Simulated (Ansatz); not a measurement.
A self-consistent single point of LaNiGe3 (I4mm, 5 atoms in the cell) with Ansatz (an electronic-structure program)

Level of theory: LDA (PW92), default PAW files made with PBE (plane waves; Ansatz).

The input file:

Ansatz 0.2 input:
```yaml
crystal:
  lattice:
    - [-2.19442700, 2.19442700, 4.82652700]
    - [2.19442700, -2.19442700, 4.82652700]
    - [2.19442700, 2.19442700, -4.82652700]
  atoms:
    - { symbol: La, position: [0.57708000, 0.57708000, 0.00000000] }
    - { symbol: Ni, position: [0.23409000, 0.23409000, 0.00000000] }
    - { symbol: Ge, position: [0.82993000, 0.32993000, 0.50000000] }
    - { symbol: Ge, position: [0.32993000, 0.82993000, 0.50000000] }
    - { symbol: Ge, position: [0.99096000, 0.99096000, 0.00000000] }
basis:
  ecutwfc: 420.0 eV
kpoints:
  mp_grid:
    grid: [5, 5, 5]
hamiltonian:
  xc: lda
  pseudopotentials:
    kind: paw
scf:
  occupations:
    method: gaussian
    width: 0.1 eV
output:
  forces: true
  eigenvalues: true
  stress: true
```

Log, with long lists cut:

```
WARN ansatz: RAYON_NUM_THREADS=1 ignored (pool sized by the plan → 1); use --threads N
Pseudopotentials: kind: paw
Pseudopotential: La, paw, valence charge 11
Pseudopotential: Ni, paw, valence charge 18
Pseudopotential: Ge, paw, valence charge 14
Crystal: 5 atoms, lattice volume = 92.969 Å³
Basis set: ecut = 420 eV, 1841 PW (Γ)
Bands: 43, of which v1, the nominal top of the filled ones, is band 36 counted from 1 (35 counted from 0)
Symmetry: 8 space group operations
Space group: I4mm (ITA 107), of the structure as read, at distance tolerance 4.5e-5 Å
k-points: 18 of 125 (time reversal used)
PAW frozen core: La, regenerated for the run's functional, and the local potential with it
PAW frozen core: Ni, regenerated for the run's functional, and the local potential with it
PAW frozen core: Ge, regenerated for the run's functional, and the local potential with it
Initial density: superposition of atomic densities (neutral atoms: chi_scale 0, normalization atom), corrected by the library's trained network
Initial wavefunctions: pseudopotential atomic-orbital guess
Eigensolver: davidson
Functional: x = slater, c = lda
SCF iter   1: F=—  HF=-24500.093423 eV  |F-HF|=—  |Δ(HF+E_count)|=         —  Δρ=1.13e-2  dr2=7.03e-2  ethr=1.77e-3  ⟨swp⟩=5.7  Hψ=2580  notcnv=0
all-band conjugate gradients solve this SCF's bands
preconditioner: auto → Kerker (q_TF=auto, 2.608 Å⁻¹)
SCF iter   2: F=—  HF=-24500.080695 eV  |F-HF|=—  |Δ(HF+E_count)|=   1.27e-2  Δρ=3.92e-3  dr2=1.39e-2  ethr=9.90e-5  ⟨swp⟩=2.0  Hψ=1664  notcnv=0  defer=28
SCF iter   3: F=—  HF=-24500.076643 eV  |F-HF|=—  |Δ(HF+E_count)|=   4.05e-3  Δρ=1.81e-3  dr2=3.18e-3  ethr=1.96e-5  ⟨swp⟩=2.5  Hψ=1207  notcnv=0  defer=28
SCF iter   4: F=—  HF=-24500.075561 eV  |F-HF|=—  |Δ(HF+E_count)|=   1.08e-3  Δρ=4.17e-4  dr2=1.64e-4  ethr=4.48e-6  ⟨swp⟩=2.0  Hψ=1395  notcnv=0  defer=28
SCF iter   5: F=—  HF=-24500.075515 eV  |F-HF|=—  |Δ(HF+E_count)|=   4.68e-5  Δρ=2.33e-4  dr2=4.24e-5  ethr=2.32e-7  ⟨swp⟩=2.0  Hψ=1335  notcnv=0  defer=28
SCF iter   6: F=—  HF=-24500.075470 eV  |F-HF|=—  |Δ(HF+E_count)|=   4.50e-5  Δρ=5.17e-5  dr2=3.41e-6  ethr=5.97e-8  ⟨swp⟩=2.0  Hψ=1317  notcnv=0  defer=28
SCF iter   7: F=—  HF=-24500.075469 eV  |F-HF|=—  |Δ(HF+E_count)|=   3.58e-7  Δρ=1.41e-5  dr2=2.84e-7  ethr=4.81e-9  ⟨swp⟩=2.0  Hψ=1322  notcnv=0  defer=28
SCF iter   8: F=-24500.075469 eV  HF=-24500.075469 eV  |F-HF|=3.50e-8  |Δ(HF+E_count)|=   5.59e-8  Δρ=5.47e-6  dr2=2.76e-8  ethr=1.41e-10  ⟨swp⟩=9.8  Hψ=3483  notcnv=0
SCF 1 converged in 8 iterations: F = -24500.075469 eV  dr2 = 2.76e-8
SCF converged after 8 iterations
Free energy (F): -24500.075469 eV
Harris-Foulkes:  -24500.075469 eV  (|F-HF|=3.50e-8)
Internal energy: -24500.061624 eV  (E = F + TS)
E sigma→0 (E₀):  -24500.068547 eV
Entropy (-TS):   -0.013845 eV (-2.769 meV/atom)
Fermi energy:    13.535941 eV
--- Per-component energies (eV) ---
  E_band       = -647.923754
  E_kinetic    = 815.893456
  E_local      = -11789.747187  (includes V_loc(G=0)·N_el)
  E_nonlocal   = 2002.311031
  E_hartree    = 5161.677189
  E_xc         = -452.009868
  E_vxc        = -456.769930  (∫ρ·V_xc dr)
  E_paw        = -12631.009017  (= ΣΔE_a)
  E_vpaw       = -1542.960538  (= ΣTr[D̂ρ^β])
  E_aug_tail   = 0.001296  (compensation charges beyond the density's cutoff)
  E_ewald      = -7613.660341
  E_core_change = 6.481815  (= ΣΔE_core)
  E_smearing   = -0.013845  (= −TS)
  E_closure    = 0.000000  (closes the sum)
  Σ components = -24500.075469   (vs F -24500.075469, Δ=0.00e0)
--- Forces (eV/Å), atoms counted from 1 ---
  atom   1  La     0.00000000     0.00000000    -0.27676738
  atom   2  Ni    -0.00000000     0.00000000     0.05573734
  atom   3  Ge    -0.00000000    -0.00000000    -0.03066091
  atom   4  Ge     0.00000000     0.00000000    -0.03066091
  atom   5  Ge    -0.00000000     0.00000000     0.28234316
  max |Σ_I F_I| component: 8.69e-6 eV/Å
--- Stress (GPa, compression-positive) ---
       -4.435035      -0.000000       0.000000
       -0.000000      -4.435035       0.000000
        0.000000       0.000000      -4.593791
  P = ⅓ Tr σ = -4.4880 GPa (-44.880 kbar)
  The stress holds the Pulay correction. Without it, at fixed plane waves, as pw.x and ABINIT print it: P = -4.5238 GPa
--- Band table (eV; the first three rows and the last of 18) ---
  k-point 0: bands = ["-89.4040", "-50.2513", "-50.2513", "-50.2164", "-19.4192", "-11.4236", "-11.4118", "-11.4044", "-11.4044", "-11.3737", "-11.3205", "-11.3106", "-11.2931", "-11.2916", "-11.2916", "-11.2733", "-11.2513", "-11.2296", "-11.2290", [...]
  k-point 1: bands = ["-89.4040", "-50.2513", "-50.2513", "-50.2163", "-19.4106", "-11.4259", "-11.4058", "-11.3922", "-11.3895", "-11.3852", "-11.3152", "-11.3129", "-11.3090", "-11.3009", "-11.2885", "-11.2656", "-11.2571", "-11.2345", "-11.2302", [...]
  k-point 2: bands = ["-89.4040", "-50.2514", "-50.2514", "-50.2163", "-19.3975", "-11.4182", "-11.4115", "-11.4019", "-11.3834", "-11.3600", "-11.3488", "-11.3287", "-11.2918", "-11.2881", "-11.2834", "-11.2630", "-11.2623", "-11.2346", "-11.2341", [...]
  k-point 17: bands = ["-89.4040", "-50.2513", "-50.2513", "-50.2163", "-19.4130", "-11.4237", "-11.4078", "-11.3989", "-11.3984", "-11.3795", "-11.3156", "-11.3082", "-11.3054", "-11.2989", "-11.2924", "-11.2677", "-11.2539", "-11.2334", [...]
```

The run converged in 8 iterations.

The starting cell comes from a database of computed structures (which also holds hypothetical and non-ambient phases and stackings), without a prior relaxation at this level. Its lattice was rescaled by up to half a per cent. One atom was moved a little off its site on purpose. Spin polarisation is off. With a pressure of about -4 GPa the cell is away from its equilibrium volume at this level. Ansatz's pressure includes its estimate of the finite-basis (Pulay) stress.
